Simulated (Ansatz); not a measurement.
## TiSi2 under a change: Si → Pb

Consider TiSi2 (space group Fddd, No. 70; a = 4.760 Å, b = 8.180 Å, c = 8.500 Å).

Perturbation: every Si is replaced by Pb; the structure is relaxed again.

Level of theory: PBEsol (Ansatz, a program for electronic structure), spin-orbit coupling left out. k-mesh 11×11×11 (Γ-centred); smearing 0.05 eV (Fermi–Dirac), for the changed cell.

| quantity | base | changed | shift |
|---|---|---|---|
| volume per atom | 13.79 Å³ | 23.11 Å³ | +9.32 Å³ |
| space group | Fddd (No. 70) | Fddd (No. 70) | – |
| band gap | zero | zero | – |

Final structure:

```yaml
crystal:
  lattice:
    - [0.00000, 4.82394, 4.86857]
    - [2.95221, 0.00000, 4.86857]
    - [2.95221, 4.82394, 0.00000]
  atoms:
    - { symbol: Pb, position: [0.68301, 0.31699, 0.68301] }
    - { symbol: Pb, position: [0.31699, 0.68301, 0.31699] }
    - { symbol: Pb, position: [0.56699, 0.93301, 0.56699] }
    - { symbol: Pb, position: [0.93301, 0.56699, 0.93301] }
    - { symbol: Ti, position: [0.00000, 0.00000, 0.00000] }
    - { symbol: Ti, position: [0.25000, 0.25000, 0.25000] }
```

Whether these cells are dynamically stable was not tested. As relaxed here, TiPb2 is a hypothetical phase, not in the database extracts checked. The final runs are not spin-polarised. TiPb2 has a high density of states at the Fermi level and may be magnetic at this level.
